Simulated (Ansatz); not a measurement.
Formation energy of the localised charge states of Cr on the Sr site + O vacancy in rock-salt SrO (start: the Sr site; O 2.60 Å away; 64-site cell, 2×2×2 shifted sampling) against the Fermi level, O-rich (Δμ(O) = 0.00 eV, Δμ(Sr) = -5.44 eV, Δμ(Cr) = -5.71 eV, bounded by CrO2 (P4_2/mnm); only phases computed here count, gases as isolated molecules at 0 K). The numbers are results of PBE, PAW (plane waves to 420 eV; Ansatz, a quantum-chemistry and plane-wave program), not measurements.

Charges with a result: +2, +1, 0, −1. Others weren't obtained, and one of them could lie lower, also by skipping a charge.

Details: 64-site cell; 2×2×2 shifted k-points; host gap 3.33 eV; charged states image-corrected; no Hubbard U; finite-size errors of tenths of an eV; flagged in the runs: a doubtful potential alignment, a strain field that reaches the edge of the cell.

```csv
E_F − E_VBM (eV),q = +2,q = +1,q = 0,q = −1
0.00,5.60,7.39,9.80,12.87
0.42,6.44,7.81,9.80,12.46
0.83,7.27,8.22,9.80,12.04
1.25,8.10,8.64,9.80,11.63
1.66,8.93,9.06,9.80,11.21
2.08,9.76,9.47,9.80,10.79
2.50,10.59,9.89,9.80,10.38
2.91,11.43,10.30,9.80,9.96
3.33,12.26,10.72,9.80,9.55
```

Crossings of the lowest lines: (+2/+1) at 1.79 eV; (+1/0) at 2.41 eV; (0/−1) at 3.07 eV.
